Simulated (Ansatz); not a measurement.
Response to strain in ZnS

Base system: ZnS in the wurtzite structure (space group P6_3mc, No. 186; a = 3.738 Å, c = 6.143 Å).

Strains are applied to the cell and any free atomic positions relax.

Calculations: LDA (Ansatz, a program for electronic structure; PAW; 420 eV plane waves; no SOC).

Notes on the quantities. pressure: mean of the normal stresses, compression positive; energy relative to the base: free energy F.

```json
[
 {"case": "base", "pressure": "0.00 GPa", "energy relative to the base": "0 meV/atom", "band gap": "2.19 eV", "electron mass": "0.15 mₑ along c, 0.18 mₑ across (at Γ)"},
 {"case": "isotropic strain +0.60 %", "pressure": "-1.49 GPa", "energy relative to the base": "+1.6 meV/atom", "band gap": "2.11 eV", "electron mass": "0.15 mₑ along c, 0.18 mₑ across (at Γ)"},
 {"case": "isotropic strain +1.20 %", "pressure": "[?]", "energy relative to the base": "[?]", "band gap": "[?]", "electron mass": "0.15 mₑ along c, 0.17 mₑ across (at Γ)"},
 {"case": "isotropic strain +1.80 %", "pressure": "-4.09 GPa", "energy relative to the base": "+14 meV/atom", "band gap": "1.95 eV", "electron mass": "0.15 mₑ along c, 0.17 mₑ across (at Γ)"},
 {"case": "isotropic strain +2.40 %", "pressure": "-5.23 GPa", "energy relative to the base": "+24 meV/atom", "band gap": "1.87 eV", "electron mass": "0.14 mₑ along c, 0.16 mₑ across (at Γ)"},
 {"case": "isotropic strain +3.00 %", "pressure": "-6.27 GPa", "energy relative to the base": "+37 meV/atom", "band gap": "1.79 eV", "electron mass": "0.14 mₑ along c, 0.16 mₑ across (at Γ)"}
]
```

Q: Some entries are withheld; estimate them.

A: 
- isotropic strain +1.20 %, pressure: -2.85 GPa
- isotropic strain +1.20 %, energy relative to the base: +6.2 meV/atom
- isotropic strain +1.20 %, band gap: 2.03 eV

Masses are band curvatures over ±0.01 Å⁻¹ around the edge. No phonon test of stability was made.
